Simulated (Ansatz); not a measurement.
A computed series for hypothetical Pn-3m Mg2C: response to strain

The reference is Mg₂C (space group Pn-3m, No. 224; a = 4.8086 Å; a hypothetical phase, not in the database extracts checked). Axes: x, y, z lie along the cube axes.

Strains are applied to the cell and any free atomic positions relax; under biaxial strain the out-of-plane vector relaxes too.

Level of theory: plane-wave PAW DFT at the PBEsol level (Ansatz, a quantum-chemistry and plane-wave program, 420 eV), no SOC.

Notes on the quantities. pressure: mean of the normal stresses, compression positive; energy relative to the base: free energy F.

```csv
change,volume per atom,pressure,energy relative to the base
base,18.53 Å³,0.0 GPa,0 meV/atom
"biaxial strain +4.47 %, plane normal [001], relaxed out of plane",18.04 Å³,0.8 GPa,-5.5 meV/atom
isotropic strain −1.20 %,17.87 Å³,2.3 GPa,+4.6 meV/atom
isotropic strain +3.34 %,20.45 Å³,-4.9 GPa,+32 meV/atom
uniaxial strain ε_yy = −1.20 %,18.31 Å³,0.7 GPa,+0.5 meV/atom
uniaxial strain ε_yy = +3.31 %,19.14 Å³,-1.9 GPa,+3.6 meV/atom
uniaxial strain ε_zz = +1.24 %,18.76 Å³,-0.7 GPa,+0.5 meV/atom
uniaxial strain ε_zz = +1.81 %,18.87 Å³,-1.1 GPa,+1.1 meV/atom
```

The mesh was chosen for an insulator and is coarse for the gapless case. No phonon test of stability was made. The final runs are not spin-polarised. Under biaxial strain +4.47 %, plane normal [001], relaxed out of plane the cell ends below the base's energy or with stress of the wrong sign: the atoms slid into a distortion or the cell is elastically unstable, so the base is not a stable minimum at this level.
